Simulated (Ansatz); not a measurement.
Base system: AlN in the zinc blende structure (space group F-43m, No. 216).

```xyz
2
Lattice="0.0000 2.1889 2.1889 2.1889 0.0000 2.1889 2.1889 2.1889 0.0000" Properties=species:S:1:pos:R:3 pbc="T T T"
Al     0.0000     0.0000     0.0000
N      1.0944     1.0944     1.0944
```

Cartesian axes are those of the cell as printed.

Method: PBEsol/PAW in Ansatz (an electronic-structure program), no spin-orbit coupling.

For the base:

- Smallest direct gap = 4.06 eV

Perturbation: biaxial strain +3.00 %, plane normal [001], relaxed out of plane (Cartesian); in-plane vectors clamped, the third vector and the atoms free.

Question: What does the calculation give for the out-of-plane strain, hole mass, valence-band top at Γ and smallest direct gap after the change?

Answer: The out-of-plane strain is -3.58 %; the hole mass amounts to 0.29 mₑ out of plane, 1.4 mₑ in plane (at Γ); the valence-band top at Γ (three highest levels, from the VBM) comes out as 0.00, -0.24, -0.24 eV; the smallest direct gap drops by 0.38 eV, from 4.06 eV to 3.68 eV.

Masses are band curvatures over ±0.01 Å⁻¹ around the edge. Whether these cells are dynamically stable was not tested. This is not the structure that AlN has at room temperature and ambient pressure.
